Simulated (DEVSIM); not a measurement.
Structure: abrupt In0.53Ga0.47As p-n junction, at 300 K.

```tsv
layer (left to right)	material	thickness (μm)	Nd (cm⁻³)	Na (cm⁻³)	τn (s)	τp (s)
1	In0.53Ga0.47As	9.80	-	1.3e17	4.7e-8	4.7e-8
2	In0.53Ga0.47As	7.40	2.1e14	-	4.7e-8	4.7e-8
```

Left contact: ohmic. Right contact: ohmic. Voltage is applied to the left contact. Recombination: SRH at mid-gap, Auger. Mobility is constant in doping. Where it depends on doping, it is μmin + (μ − μmin)/(1 + (N/Nref)^α).

This is a model device: material constants are rounded textbook-type values typed into the input, and sizes, dopings and lifetimes were drawn at random. Values at 300 K. The table also holds parameters that only a changed run uses.

```csv
parameter,In0.53Ga0.47As
gap (eV),0.74
affinity (eV),4.51
permittivity,13.9
Nc (cm⁻³),2.1e17
Nv (cm⁻³),7.7e18
μn (cm²/Vs),12000
μp (cm²/Vs),300
"μn,min",300
"μp,min",10
"Nref,n",1.3e17
"Nref,p",4.9e17
αn,0.48
αp,0.4
Cn (cm⁶/s),5e-29
Cp (cm⁶/s),5e-29
```

Simulated with DEVSIM: 1D drift-diffusion, Boltzmann statistics, complete ionisation; no tunnelling, impact ionisation, image-force lowering or self-heating.

Base results: largest field in the device at zero bias (V/cm) 18000; dark forward voltage at 1 A/cm² (V) 0.325; potential step across the device at zero bias (V) 0.456; dark forward voltage at 100 A/cm² (V) 0.512.

What follows from this one change: doping Nd of layer 2 2.1e+14 → 6.3e+12 cm^-3?

largest field in the device at zero bias little changed (18000 V/cm); dark forward voltage at 1 A/cm² 0.325 → 0.299 V; potential step across the device at zero bias 0.456 → 0.366 V; dark forward voltage at 100 A/cm² 0.512 → 0.802 V.

What follows from this one change: doping Na of layer 1 1.3e+17 → 1.3e+16 cm^-3?

largest field in the device at zero bias 18000 → 6700 V/cm; dark forward voltage at 1 A/cm² 0.325 → 0.310 V; potential step across the device at zero bias 0.456 → 0.396 V; dark forward voltage at 100 A/cm² 0.512 → 0.491 V.

What follows from this one change: thickness of layer 1 9.8 → 3.4 μm?

largest field in the device at zero bias little changed (18000 V/cm); dark forward voltage at 1 A/cm² 0.325 → 0.320 V; potential step across the device at zero bias little changed (0.456 V); dark forward voltage at 100 A/cm² 0.512 → 0.492 V.

What follows from this one change: doping-dependent mobility in place of the constant one?

largest field in the device at zero bias little changed (18000 V/cm); dark forward voltage at 1 A/cm² little changed (0.327 V); potential step across the device at zero bias little changed (0.456 V); dark forward voltage at 100 A/cm² 0.512 → 0.527 V.
